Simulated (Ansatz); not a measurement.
System: interstitial Sb in silicon (charge state -1). Method: PBE, PAW (plane waves to 420 eV; Ansatz, a program for electronic structure).

Cell of 216 host sites held at the relaxed PBE lattice; one k-point at (0.250, 0.250, 0.250); Fermi-Dirac width 0.01 eV, spin-restricted; finite-size errors left in. No zero-point or tunnelling terms. Spin-orbit coupling is left out. The charge state is imposed; whether it is stable for some Fermi level was not computed. Sites that were not tried may lie lower. The order of the sites in energy changes with the mesh.

Barriers: single points on a 2×2×2 k-point mesh shifted by half a step at the bands' geometries (they differ from the bands' own by up to 0.13 eV, and are uncertain by about as much).

The step: a concerted move, in which Sb travels most. Atoms about the jump, Cartesian Å from the middle of the jump, before and after:

```
atom     x0     y0     z0     x1     y1     z1
----  -----  -----  -----  -----  -----  -----
Sb1    0.23  -0.45  -0.45  -0.23   0.45   0.45
Si2    0.99   0.27   1.79   1.62   0.67   2.37
Si3   -1.62  -2.37  -0.67  -0.99  -1.79  -0.27
Si4    2.22   1.50   0.11   2.20   1.44   0.02
Si5   -2.20  -0.02  -1.44  -2.22  -0.11  -1.50
Si6   -0.71   1.36  -2.74  -0.70   1.31  -2.69
Si7    0.70   2.69  -1.31   0.71   2.74  -1.36
Si8   -0.71   1.41   2.89  -0.68   1.43   2.92
Si9    0.68  -2.92  -1.43   0.71  -2.89  -1.41
Si10  -2.03   2.69   1.39  -2.07   2.72   1.43
Si11   2.07  -1.43  -2.72   2.03  -1.39  -2.69
```

Problem. Where do these atoms stand at the saddle point, and how high is it?

Solution. 
```tsv
atom	x	y	z
Sb1	-0.02	0.07	-0.06
Si2	1.27	0.46	2.06
Si3	-1.30	-2.04	-0.45
Si4	2.26	1.52	0.09
Si5	-2.30	-0.08	-1.51
Si6	-0.73	1.34	-2.70
Si7	0.70	2.71	-1.32
Si8	-0.67	1.42	2.92
Si9	0.63	-2.91	-1.41
Si10	-2.01	2.63	1.38
Si11	1.97	-1.37	-2.62
```
It lies 0.13 eV above the start and 0.13 eV above the end. The saddle point's order was not checked, and it lies on a symmetry element of the cell, where a band can be held.
